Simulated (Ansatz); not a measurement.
**SiO2: biaxial strain +0.95 %, plane normal [001], relaxed out of plane**

The parent structure is SiO₂ (space group P4_12_12, No. 92; a = 5.029 Å, c = 7.011 Å). Axes: x, y, z lie along a, b, c of the conventional cell.

Perturbation: biaxial strain +0.95 %, plane normal [001], relaxed out of plane (Cartesian); in-plane vectors clamped, the third vector and the atoms free.

Computed with PBEsol, PAW, 420 eV (Ansatz, a program for electronic structure; no spin-orbit coupling), earlier PAW set. Γ-centred 5×5×4 mesh, Fermi–Dirac width 0.05 eV.

The space group remains P4_12_12 (No. 92) and the shortest interatomic distance is still 1.619 Å. The pressure (mean of the normal stresses, compression positive) goes from zero to -0.32 GPa and the band gap shrinks by 0.03 eV (5.57 eV → 5.54 eV). The gap character is still direct at Γ and the width of the top valence band rises by 0.02 eV to 0.65 eV. The electron mass becomes 0.55 mₑ (at Γ) (base: 0.54 mₑ (at Γ)) and the hole mass goes from 1.5 mₑ along c, 1.8 mₑ across (at Γ) to 1.6 mₑ out of plane, 1.8 mₑ in plane (at Γ). The valence-band top at Γ (three highest levels, from the VBM) becomes 0.00, -0.26, -0.26 eV (base: 0.00, -0.28, -0.28 eV) and the out-of-plane strain comes out as +0.35 %. The ratio −ε⊥/ε∥ amounts to -0.36.

Final structure (turned so that z lies along the plane normal):

```xyz
12
Lattice="5.0767 0.0000 0.0000 0.0000 5.0767 0.0000 0.0000 0.0000 7.0350" Properties=species:S:1:pos:R:3 pbc="T T T"
Si     1.4927     1.4927     0.0000
Si     4.0310     1.0457     5.2762
Si     1.0457     4.0310     1.7587
Si     3.5840     3.5840     3.5175
O      1.2238     0.4741     1.2291
O      3.7621     2.0642     4.0472
O      1.3146     3.0125     0.5297
O      3.8529     4.6025     4.7466
O      4.6025     3.8529     2.2884
O      2.0642     3.7621     2.9878
O      3.0125     1.3146     6.5053
O      0.4741     1.2238     5.8059
```

Masses are band curvatures over ±0.01 Å⁻¹ around the edge. No phonon test of stability was made.
